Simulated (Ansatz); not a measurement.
```yaml
crystal:
  lattice:
    - [3.41903, 0.00000, 0.00000]
    - [-1.70952, 2.96097, 0.00000]
    - [0.00000, 0.00000, 5.42524]
  atoms:
    - { symbol: Zr, position: [0.33333, 0.66667, 0.75000] }
    - { symbol: Zr, position: [0.66667, 0.33333, 0.25000] }
```

No spin polarisation.

Computed with r2SCAN (Ansatz, a quantum-chemistry and plane-wave program; PAW; 500 eV plane waves; scalar-relativistic without spin-orbit coupling). Γ-centred 16×16×9 mesh, Fermi–Dirac width 0.05 eV.

Question: What is the computed band gap?

Answer: Zero.

Question: What pressure (mean of the normal stresses, compression positive) does the calculation give?

Answer: -11.5 GPa.

The cells carry an imposed strain or load. No phonon test of stability was made. The final runs are not spin-polarised. The cell was made from Zr in the hcp (Mg type) structure (space group P6_3/mmc, No. 194) by this change: isotropic strain +5.33 %.
